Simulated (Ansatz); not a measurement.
Base system: PbTe in the rock salt structure (space group Fm-3m, No. 225; a = 6.443 Å). Axes: x, y, z lie along the cube axes.

All numbers come from PBEsol (Ansatz, a program for electronic structure, PAW, spin-orbit coupling left out).

Free-standing slabs (2 atom(s) a layer) normal to the z axis with 15 Å of vacuum; in-plane cell held at bulk.

One change was made to it. Results:

```csv
quantity,base,after
gap character,–,direct at X
band gap,0.65 eV,0.78 eV
excess energy per area of both faces (slab less bulk energy over the cell's area: twice a surface energy),–,0.49 J/m²
```

Which change produced these results?
A) 5 layers
B) 6 layers
C) 2 layers

A, 5 layers. For comparison, the band gap in the other runs: 2 layers gives 1.16 eV; 6 layers gives 0.93 eV.

The excess energy carries the mismatch between the slab's and the bulk's meshes. Spin-orbit coupling, missing from the scalar runs, can matter with Pb and Te. Stability against distortions was not tested. Labels are those of the standard path for the cell's own space group.
